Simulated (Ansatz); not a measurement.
**Effect of isotropic strain +2.50 % on MgB2**

Take MgB₂ (space group P6/mmm, No. 191; a = 3.064 Å, c = 3.498 Å; relaxed with 0.1 eV smearing) as the base.

Perturbation: an isotropic linear strain of +2.50 %, atoms relaxed at fixed cell.

All numbers come from PBEsol/PAW in Ansatz (a program for electronic structure), without spin-orbit coupling. Settings: 22×22×17 k-points, 0.1 eV Fermi–Dirac smearing.

The volume per atom goes up by 0.73 Å³ (9.48 Å³ → 10.21 Å³) and the space group remains P6/mmm (No. 191). The shortest interatomic distance grows by 0.084 bohr (3.343 bohr → 3.427 bohr) and the energy goes up by 24 meV/atom. The pressure (mean of the normal stresses, compression positive) goes from zero to -10.1 GPa and the band gap stays zero.

No phonon test of stability was made. The final runs are not spin-polarised.
